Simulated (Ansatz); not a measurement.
# SnSe2 under a change: pressure 0.3 GPa

Consider SnSe2 in the CdI2 type structure (space group P-3m1, No. 164; a = 3.794 Å, c = 5.744 Å; layered, stacked along the Cartesian z axis).

Perturbation: cell and atoms relaxed at a pressure of 0.3 GPa.

The values are results of PBEsol-D3(BJ) (Ansatz, a quantum-chemistry and plane-wave program, PAW, without spin-orbit coupling), not measurements. k-mesh 10×10×6 (Γ-centred); smearing 0.05 eV (Fermi–Dirac).

The volume per atom drops by 0.17 Å³ (23.86 Å³ → 23.69 Å³) and the density increases by 0.046 g/cm³ to 6.46 g/cm³. The lattice parameter a decreases by 0.004 Å, from 3.794 Å to 3.790 Å and the c/a ratio decreases by 0.006, from 1.514 to 1.508. The shortest interatomic distance hardly moves (2.704 Å against 2.702 Å) and the enthalpy H = E + PV relative to the base's energy comes out as +0.04 eV/atom. The band gap remains zero.

Final structure:

```yaml
crystal:
  lattice:
    - [3.78972, 0.00000, 0.00000]
    - [-1.89486, 3.28200, 0.00000]
    - [0.00000, 0.00000, 5.71489]
  atoms:
    - { symbol: Sn, position: [0.00000, 0.00000, 0.00000] }
    - { symbol: Se, position: [0.33333, 0.66667, 0.27741] }
    - { symbol: Se, position: [0.66667, 0.33333, 0.72259] }
```

A case with no gap was solved on a k-mesh chosen for an insulator, which is coarse for it. Load acts through the strain it causes; cell and atoms are relaxed under it. No phonon test of stability was made. All final runs are without spin polarisation. Gaps under 0.05 eV, about the width of the smearing, are given as zero. A zero or small gap of SnSe2 can be the functional's error rather than a property of the material.
